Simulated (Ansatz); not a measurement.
# Si well of 9 atomic layers along [001] in random Si0.5Ge0.5, interfaces graded over 4 layers

Prepared with Tersoff's 1989 multicomponent potential (SiCGe.tersoff) (LAMMPS): minimisation. Geometry as solved with PBE, support functions at accuracy medium on the grid of 370 eV in Ansatz (a program for electronic structure).

```xyz
648
Lattice="16.85 0.00 0.00 0.00 16.85 0.00 0.00 0.00 49.97" Properties=species:S:1:pos:R:3 pbc="T T T"
Si    -0.01     0.00    -0.03
Ge     1.39     1.42     1.38
Si     2.83     2.80    -0.04
Ge     4.20     4.25     1.36
Si     2.80     0.03     2.80
Ge     4.18     1.43     4.21
Si    -0.01     2.83     2.81
Si     1.42     4.18     4.17
Ge    -0.01     0.08     5.60
Si     1.42     1.45     7.02
Si     2.76     2.82     5.61
Ge     4.22     4.21     6.99
Si     2.81     0.07     8.40
Si     4.22     1.42     9.75
Si     0.05     2.82     8.41
Si     1.43     4.20     9.76
Ge     0.02     0.06    11.27
Si     1.45     1.44    12.63
Ge     2.85     2.82    11.19
Si     4.25     4.22    12.61
Ge     2.80     0.01    14.06
Si     4.23     1.40    15.44
Ge     0.02     2.84    14.00
Si     1.39     4.24    15.44
Si     0.02    -0.03    16.83
Si     1.38     1.38    18.20
Ge     2.80     2.81    16.81
Si     4.23     4.25    18.18
Si     2.81     0.00    19.53
Si     4.21     1.41    20.88
Si     0.00     2.81    19.53
Si     1.41     4.20    20.87
Si     0.01     0.01    22.24
Si     1.41     1.40    23.59
Si     2.81     2.80    22.23
Si     4.21     4.21    23.58
Si     2.81     0.00    24.94
Si     4.21     1.41    26.29
Si     0.00     2.81    24.92
Si     1.40     4.21    26.27
Si    -0.01     0.00    27.63
Si     1.38     1.39    28.99
Si     2.77     2.78    27.61
Ge     4.19     4.19    29.02
Si     2.82     0.03    30.34
Si     4.21     1.41    31.69
Si    -0.02     2.79    30.33
Ge     1.36     4.24    31.73
Si     0.00     0.03    33.12
Ge     1.38     1.40    34.58
Ge     2.83     2.81    33.13
Si     4.23     4.23    34.50
Si     2.82     0.00    35.98
Si     4.17     1.40    37.35
Si    -0.03     2.84    35.97
Si     1.38     4.19    37.33
Ge    -0.02     0.02    38.76
Si     1.41     1.43    40.12
Si     2.75     2.78    38.70
Ge     4.16     4.18    40.11
Ge     2.79     0.02    41.55
Si     4.19     1.39    43.01
Ge     0.03     2.80    41.57
Si     1.44     4.18    42.98
Si     0.00     0.00    44.27
Ge     1.42     1.36    45.71
Si     2.82     2.80    44.34
Ge     4.22     4.23    45.74
Si     2.83    -0.01    47.17
Si     4.17     1.44    48.53
Ge    -0.02     2.76    47.18
Ge     1.44     4.22    48.54
Ge    -0.02     5.59     0.02
Ge     1.43     7.03     1.43
Si     2.83     8.44     0.00
Si     4.25     9.79     1.35
Si     2.80     5.58     2.82
Ge     4.25     7.01     4.18
Si    -0.02     8.38     2.81
Ge     1.40     9.78     4.19
Ge     0.01     5.60     5.55
Ge     1.47     7.00     6.99
Si     2.85     8.41     5.58
Ge     4.22     9.85     6.98
Si     2.82     5.59     8.43
Ge     4.20     6.98     9.88
Ge     0.02     8.41     8.41
Ge     1.43     9.85     9.85
Ge     0.01     5.56    11.19
Ge     1.41     7.04    12.62
Si     2.84     8.45    11.26
Si     4.20     9.78    12.69
Ge     2.85     5.59    14.04
Si     4.27     6.99    15.41
Ge    -0.03     8.46    14.05
Si     1.41     9.87    15.41
Si     0.00     5.62    16.80
Si     1.38     7.00    18.18
Ge     2.79     8.40    16.76
Ge     4.23     9.85    18.19
Si     2.80     5.62    19.53
Si     4.20     7.01    20.88
Si     0.00     8.41    19.53
Si     1.39     9.83    20.88
Si     0.01     5.61    22.22
Si     1.41     7.02    23.56
Si     2.81     8.43    22.22
Si     4.20     9.84    23.57
Si     2.81     5.61    24.92
Si     4.19     7.05    26.24
Si     0.01     8.41    24.92
Si     1.39     9.82    26.28
Si     0.02     5.60    27.63
Si     1.43     7.01    28.95
Si     2.81     8.43    27.62
Si     4.21     9.81    28.99
Si     2.79     5.66    30.37
Si     4.20     7.02    31.74
Ge     0.03     8.44    30.35
Si     1.47     9.82    31.74
Si    -0.01     5.61    33.19
Si     1.41     7.01    34.48
Si     2.81     8.40    33.11
Ge     4.20     9.83    34.53
Ge     2.79     5.60    35.90
Ge     4.20     7.08    37.34
Ge     0.05     8.39    35.95
Si     1.44     9.84    37.34
Si     0.02     5.62    38.68
Ge     1.38     7.06    40.11
Si     2.80     8.49    38.74
Si     4.16     9.84    40.15
Ge     2.79     5.62    41.58
Si     4.20     7.03    43.00
Si     0.02     8.47    41.54
Si     1.45     9.80    42.91
Ge     0.05     5.60    44.36
Ge     1.44     7.07    45.78
Si     2.84     8.45    44.32
Si     4.25     9.78    45.71
Si     2.84     5.63    47.16
Ge     4.24     7.04    48.55
Si     0.02     8.45    47.20
Si     1.44     9.77    48.58
Ge     0.04    11.19    -0.02
Si     1.39    12.63     1.39
Ge     2.76    14.06     0.00
Ge     4.21    15.48     1.42
Ge     2.83    11.20     2.74
Ge     4.26    12.60     4.22
Ge    -0.03    14.04     2.76
Ge     1.41    15.47     4.18
Ge     0.01    11.27     5.60
Si     1.43    12.61     7.02
Ge     2.81    14.02     5.63
Ge     4.21    15.47     7.05
Si     2.79    11.24     8.39
Ge     4.20    12.61     9.81
Ge     0.04    14.01     8.41
Ge     1.45    15.48     9.83
Si    -0.02    11.21    11.25
Ge     1.43    12.61    12.61
Si     2.82    14.02    11.21
Ge     4.22    15.39    12.62
Si     2.84    11.20    14.05
Si     4.21    12.63    15.41
Ge     0.03    14.06    14.07
Si     1.42    15.44    15.48
Si     0.03    11.20    16.82
Si     1.43    12.61    18.14
Si     2.82    14.02    16.79
Si     4.20    15.43    18.16
Si     2.79    11.25    19.56
Si     4.20    12.66    20.89
Ge     0.00    14.03    19.52
Si     1.42    15.47    20.90
Si    -0.01    11.22    22.24
Si     1.39    12.63    23.57
Si     2.80    14.05    22.24
Si     4.21    15.45    23.58
Si     2.78    11.23    24.92
Si     4.18    12.63    26.26
Si     0.00    14.04    24.93
Si     1.40    15.43    26.29
Si     0.01    11.24    27.63
Si     1.43    12.60    28.98
Si     2.81    14.04    27.63
Si     4.19    15.46    28.99
Si     2.82    11.20    30.34
Ge     4.21    12.64    31.75
Ge    -0.01    14.02    30.33
Ge     1.43    15.46    31.77
Ge     0.02    11.24    33.10
Si     1.43    12.61    34.53
Si     2.78    14.01    33.17
Ge     4.19    15.41    34.56
Si     2.77    11.22    35.92
Ge     4.19    12.62    37.33
Ge     0.01    14.01    35.91
Ge     1.44    15.43    37.36
Ge     0.04    11.24    38.76
Si     1.42    12.65    40.19
Si     2.79    13.99    38.77
Ge     4.21    15.43    40.10
Si     2.79    11.22    41.53
Ge     4.22    12.60    42.95
Si     0.00    14.04    41.54
Si     1.35    15.45    42.91
Ge     0.02    11.22    44.29
Ge     1.44    12.62    45.75
Ge     2.81    14.11    44.33
Si     4.21    15.48    45.76
Ge     2.85    11.14    47.16
Ge     4.24    12.61    48.60
Ge     0.03    14.07    47.18
Si     1.41    15.51    48.56
Ge     5.61     0.08    -0.03
Si     7.02     1.43     1.40
Ge     8.45     2.83     0.01
Si     9.82     4.27     1.42
Ge     8.39     0.02     2.83
Si     9.80     1.44     4.20
Ge     5.65     2.85     2.80
Si     7.04     4.27     4.19
Ge     5.66     0.01     5.61
Si     7.02     1.44     7.02
Ge     8.42     2.86     5.62
Si     9.82     4.27     7.03
Ge     8.43     0.02     8.40
Si     9.82     1.43     9.82
Si     5.62     2.78     8.40
Ge     7.02     4.21     9.81
Ge     5.61    -0.02    11.15
Ge     7.06     1.39    12.59
Si     8.45     2.79    11.19
Ge     9.81     4.20    12.63
Si     8.43    -0.03    14.00
Ge     9.83     1.40    15.39
Ge     5.63     2.82    14.04
Si     7.03     4.25    15.43
Si     5.57    -0.01    16.79
Ge     7.01     1.42    18.16
Si     8.43     2.85    16.78
Si     9.80     4.20    18.20
Si     8.44    -0.01    19.54
Si     9.83     1.40    20.89
Si     5.60     2.84    19.55
Si     7.02     4.22    20.89
Si     5.62     0.00    22.22
Si     7.01     1.41    23.57
Si     8.42     2.82    22.23
Si     9.84     4.21    23.57
Si     8.45     0.04    24.89
Si     9.84     1.41    26.27
Si     5.61     2.80    24.93
Si     7.05     4.19    26.25
Si     5.59     0.03    27.67
Si     7.02     1.41    29.00
Si     8.42     2.79    27.63
Si     9.78     4.18    29.02
Si     8.46     0.01    30.32
Si     9.83     1.39    31.70
Si     5.64     2.79    30.38
Si     6.97     4.24    31.72
Ge     5.58     0.01    33.10
Ge     7.03     1.39    34.55
Ge     8.42     2.82    33.08
Ge     9.89     4.22    34.52
Si     8.44    -0.02    35.92
Ge     9.85     1.41    37.29
Ge     5.58     2.83    35.96
Si     7.00     4.21    37.34
Si     5.57     0.00    38.68
Ge     6.98     1.33    40.14
Ge     8.39     2.81    38.73
Ge     9.83     4.21    40.18
Si     8.37    -0.05    41.57
Ge     9.81     1.39    42.90
Ge     5.57     2.78    41.57
Ge     6.99     4.30    42.94
Si     5.58    -0.01    44.36
Ge     6.99     1.38    45.79
Ge     8.40     2.83    44.35
Ge     9.81     4.28    45.76
Si     8.45     0.02    47.19
Si     9.81     1.41    48.56
Si     5.57     2.81    47.18
Ge     6.98     4.24    48.56
Si     5.64     5.67     0.01
Si     7.03     7.03     1.40
Si     8.39     8.40     0.01
Ge     9.80     9.80     1.40
Si     8.42     5.64     2.80
Si     9.84     6.99     4.16
Si     5.64     8.44     2.75
Si     7.01     9.84     4.15
Si     5.65     5.60     5.57
Ge     7.04     6.98     6.99
Ge     8.45     8.44     5.55
Si     9.80     9.87     6.99
Si     8.45     5.62     8.42
Si     9.78     7.02     9.82
Ge     5.62     8.40     8.42
Ge     7.08     9.82     9.84
Si     5.64     5.60    11.27
Si     7.01     7.01    12.62
Si     8.43     8.36    11.25
Si     9.82     9.76    12.59
Si     8.37     5.62    14.01
Ge     9.79     7.04    15.39
Si     5.60     8.37    14.01
Ge     6.98     9.80    15.43
Si     5.64     5.62    16.81
Si     7.03     7.01    18.17
Si     8.41     8.44    16.84
Si     9.84     9.83    18.17
Si     8.42     5.62    19.54
Si     9.84     7.01    20.88
Si     5.62     8.37    19.52
Ge     7.02     9.82    20.88
Si     5.61     5.62    22.23
Si     7.02     7.01    23.57
Si     8.46     8.39    22.26
Si     9.83     9.82    23.59
Si     8.43     5.61    24.91
Si     9.80     7.03    26.26
Si     5.62     8.43    24.90
Si     7.01     9.82    26.27
Ge     5.64     5.65    27.62
Si     7.05     7.06    29.03
Si     8.42     8.43    27.62
Si     9.84     9.83    28.94
Si     8.39     5.60    30.36
Ge     9.83     6.99    31.76
Si     5.60     8.42    30.38
Si     6.96     9.83    31.76
Si     5.57     5.61    33.10
Ge     6.95     7.01    34.54
Ge     8.40     8.46    33.16
Si     9.80     9.85    34.57
Ge     8.42     5.61    35.96
Si     9.79     7.06    37.34
Si     5.62     8.46    35.95
Si     7.05     9.81    37.31
Ge     5.63     5.61    38.73
Ge     7.07     7.04    40.14
Si     8.42     8.44    38.69
Ge     9.82     9.83    40.13
Si     8.47     5.66    41.57
Si     9.86     7.02    42.94
Ge     5.56     8.43    41.56
Ge     7.02     9.87    42.95
Si     5.60     5.69    44.37
Si     7.00     7.02    45.77
Ge     8.45     8.40    44.37
Si     9.85     9.82    45.78
Si     8.37     5.66    47.15
Ge     9.81     7.02    48.57
Si     5.62     8.42    47.10
Ge     7.02     9.82    48.54
Si     5.64    11.21     0.03
Si     7.04    12.57     1.41
Ge     8.42    13.98     0.00
Ge     9.83    15.42     1.43
Si     8.41    11.24     2.82
Si     9.80    12.63     4.22
Ge     5.68    14.04     2.80
Si     7.06    15.42     4.25
Si     5.69    11.21     5.59
Si     7.06    12.60     6.97
Si     8.43    14.01     5.61
Si     9.79    15.42     6.97
Si     8.43    11.25     8.38
Si     9.78    12.62     9.79
Ge     5.68    14.01     8.40
Si     7.05    15.44     9.79
Ge     5.61    11.20    11.29
Si     7.00    12.64    12.65
Ge     8.41    14.04    11.23
Si     9.81    15.46    12.63
Ge     8.43    11.20    13.98
Ge     9.82    12.63    15.47
Si     5.61    13.98    14.03
Ge     7.00    15.43    15.41
Si     5.61    11.29    16.79
Si     7.01    12.65    18.17
Si     8.40    14.05    16.84
Si     9.81    15.46    18.15
Si     8.44    11.25    19.50
Si     9.80    12.62    20.90
Si     5.61    14.04    19.52
Si     7.02    15.44    20.87
Si     5.59    11.26    22.24
Si     7.01    12.64    23.58
Si     8.41    14.04    22.23
Si     9.83    15.44    23.56
Si     8.42    11.23    24.93
Si     9.84    12.64    26.27
Si     5.59    14.02    24.92
Ge     7.02    15.46    26.27
Si     5.57    11.20    27.59
Ge     6.98    12.65    28.94
Si     8.47    14.05    27.62
Si     9.85    15.45    28.98
Ge     8.40    11.19    30.35
Ge     9.86    12.65    31.73
Si     5.57    14.07    30.33
Ge     7.03    15.44    31.69
Si     5.64    11.23    33.14
Si     7.00    12.59    34.57
Ge     8.41    14.03    33.19
Si     9.80    15.47    34.55
Si     8.41    11.23    35.95
Si     9.79    12.60    37.34
Si     5.62    13.99    35.91
Ge     7.02    15.41    37.31
Ge     5.64    11.19    38.76
Si     7.07    12.62    40.13
Si     8.41    13.97    38.72
Ge     9.75    15.41    40.14
Si     8.41    11.24    41.52
Ge     9.82    12.58    42.97
Ge     5.68    14.03    41.53
Si     6.98    15.48    42.98
Si     5.61    11.22    44.39
Si     7.01    12.58    45.76
Ge     8.36    14.03    44.37
Ge     9.83    15.43    45.80
Si     8.43    11.20    47.10
Ge     9.85    12.57    48.51
Ge     5.62    14.03    47.11
Ge     7.04    15.46    48.55
Ge    11.23     0.03    -0.02
Si    12.68     1.41     1.38
Si    14.08     2.78     0.04
Si    15.44     4.17     1.42
Si    14.07     0.04     2.75
Si    15.42     1.45     4.16
Ge    11.22     2.80     2.77
Ge    12.62     4.23     4.24
Ge    11.17    -0.01     5.57
Ge    12.63     1.42     6.97
Si    14.05     2.79     5.57
Ge    15.44     4.18     7.01
Ge    14.01     0.00     8.45
Ge    15.45     1.48     9.84
Ge    11.22     2.86     8.43
Si    12.66     4.21     9.85
Ge    11.22     0.03    11.24
Si    12.65     1.43    12.64
Si    14.01     2.84    11.26
Si    15.42     4.21    12.60
Si    13.98     0.03    14.05
Ge    15.45     1.38    15.44
Si    11.25     2.79    13.99
Ge    12.65     4.18    15.40
Si    11.22    -0.03    16.80
Ge    12.63     1.41    18.19
Si    14.07     2.82    16.82
Si    15.45     4.22    18.17
Si    14.07    -0.01    19.55
Si    15.45     1.41    20.89
Si    11.20     2.83    19.56
Si    12.64     4.22    20.88
Si    11.24     0.00    22.23
Si    12.64     1.40    23.58
Si    14.04     2.80    22.22
Si    15.45     4.21    23.56
Si    14.04    -0.01    24.92
Si    15.46     1.40    26.27
Si    11.24     2.80    24.92
Si    12.66     4.19    26.24
Si    11.23    -0.02    27.60
Ge    12.64     1.41    28.99
Si    14.07     2.82    27.60
Si    15.46     4.20    28.97
Si    14.07    -0.01    30.39
Si    15.48     1.39    31.72
Si    11.18     2.81    30.36
Ge    12.62     4.22    31.73
Ge    11.24    -0.01    33.13
Si    12.66     1.40    34.55
Ge    14.09     2.79    33.16
Si    15.47     4.23    34.57
Si    14.04     0.04    35.91
Si    15.44     1.40    37.29
Si    11.27     2.79    35.89
Ge    12.64     4.23    37.27
Ge    11.24     0.03    38.80
Si    12.66     1.41    40.20
Ge    14.04     2.77    38.72
Ge    15.48     4.22    40.10
Si    14.08     0.02    41.54
Si    15.43     1.39    42.95
Si    11.26     2.79    41.54
Ge    12.62     4.19    42.99
Ge    11.25     0.02    44.37
Si    12.65     1.45    45.74
Si    14.04     2.75    44.33
Ge    15.40     4.18    45.73
Ge    14.05     0.06    47.15
Si    15.44     1.40    48.62
Ge    11.23     2.80    47.17
Ge    12.64     4.20    48.66
Si    11.20     5.63     0.05
Si    12.60     7.04     1.36
Si    13.96     8.42    -0.03
Ge    15.42     9.76     1.39
Ge    14.03     5.64     2.75
Si    15.46     7.02     4.16
Si    11.21     8.36     2.77
Ge    12.55     9.79     4.21
Si    11.16     5.61     5.60
Ge    12.59     6.95     7.02
Ge    14.03     8.37     5.59
Ge    15.41     9.84     7.02
Si    14.00     5.55     8.43
Ge    15.39     6.99     9.79
Ge    11.18     8.45     8.42
Si    12.62     9.84     9.79
Ge    11.25     5.66    11.20
Si    12.61     7.07    12.64
Ge    14.00     8.46    11.23
Si    15.43     9.86    12.62
Ge    14.06     5.66    14.00
Si    15.45     7.03    15.47
Si    11.21     8.43    13.98
Ge    12.64     9.80    15.40
Ge    11.23     5.62    16.83
Si    12.66     7.04    18.20
Si    14.07     8.40    16.82
Si    15.46     9.81    18.17
Si    14.05     5.62    19.53
Si    15.45     7.02    20.88
Si    11.23     8.42    19.53
Si    12.63     9.83    20.87
Si    11.25     5.62    22.23
Si    12.64     7.03    23.58
Si    14.04     8.43    22.23
Si    15.44     9.82    23.59
Si    14.05     5.61    24.91
Si    15.48     6.99    26.25
Si    11.23     8.43    24.93
Si    12.62     9.85    26.26
Ge    11.22     5.59    27.63
Si    12.68     6.99    29.00
Ge    14.07     8.43    27.62
Si    15.45     9.89    29.01
Si    14.06     5.59    30.32
Ge    15.42     6.99    31.77
Ge    11.27     8.43    30.34
Si    12.68     9.82    31.74
Si    11.28     5.65    33.16
Si    12.66     7.02    34.52
Si    14.00     8.41    33.13
Ge    15.43     9.80    34.53
Si    14.07     5.65    35.89
Si    15.45     6.98    37.31
Ge    11.23     8.42    35.94
Si    12.62     9.84    37.35
Ge    11.20     5.66    38.71
Ge    12.61     7.08    40.16
Ge    14.09     8.45    38.72
Si    15.49     9.82    40.16
Ge    14.04     5.62    41.54
Ge    15.48     7.05    42.94
Si    11.21     8.45    41.59
Si    12.59     9.83    42.98
Si    11.22     5.66    44.35
Si    12.55     7.04    45.76
Ge    13.98     8.42    44.38
Ge    15.43     9.84    45.81
Ge    13.97     5.64    47.14
Ge    15.42     7.06    48.56
Si    11.22     8.45    47.16
Si    12.62     9.81    48.55
Si    11.23    11.16    -0.04
Ge    12.57    12.61     1.39
Ge    14.03    14.07     0.03
Si    15.45    15.51     1.38
Ge    14.03    11.22     2.83
Si    15.44    12.64     4.18
Si    11.19    13.99     2.82
Ge    12.64    15.44     4.12
Si    11.15    11.22     5.60
Ge    12.60    12.59     7.00
Ge    14.04    14.02     5.57
Ge    15.45    15.45     7.01
Si    13.99    11.20     8.43
Ge    15.43    12.58     9.82
Ge    11.18    14.06     8.42
Si    12.59    15.46     9.83
Ge    11.17    11.20    11.18
Ge    12.62    12.61    12.64
Ge    14.01    14.06    11.20
Ge    15.41    15.49    12.67
Si    14.05    11.21    14.01
Ge    15.43    12.61    15.45
Ge    11.23    14.09    14.05
Si    12.64    15.48    15.44
Si    11.25    11.21    16.83
Si    12.66    12.61    18.15
Si    14.01    14.06    16.81
Si    15.42    15.45    18.15
Si    14.05    11.21    19.51
Si    15.42    12.60    20.90
Ge    11.24    14.03    19.53
Si    12.67    15.46    20.90
Si    11.23    11.23    22.23
Si    12.63    12.63    23.57
Si    14.05    14.03    22.24
Si    15.45    15.44    23.58
Si    14.04    11.24    24.93
Si    15.44    12.64    26.28
Si    11.23    14.04    24.91
Si    12.64    15.43    26.26
Si    11.24    11.25    27.63
Si    12.64    12.64    29.00
Si    14.03    14.04    27.63
Si    15.42    15.46    28.96
Si    14.03    11.24    30.38
Si    15.41    12.64    31.74
Si    11.27    14.07    30.33
Si    12.66    15.43    31.71
Ge    11.25    11.18    33.14
Ge    12.66    12.67    34.52
Si    14.04    14.05    33.08
Ge    15.42    15.47    34.49
Ge    14.05    11.25    35.99
Si    15.49    12.63    37.36
Ge    11.18    14.05    35.95
Ge    12.67    15.48    37.34
Si    11.21    11.22    38.68
Ge    12.63    12.59    40.09
Ge    14.11    14.05    38.75
Si    15.46    15.46    40.19
Ge    14.04    11.19    41.55
Si    15.47    12.63    42.89
Ge    11.23    14.02    41.54
Ge    12.68    15.45    42.93
Si    11.23    11.19    44.39
Si    12.62    12.58    45.76
Ge    14.06    13.96    44.35
Ge    15.47    15.47    45.72
Si    13.98    11.23    47.18
Ge    15.41    12.62    48.56
Si    11.25    13.98    47.12
Ge    12.61    15.42    48.51
```
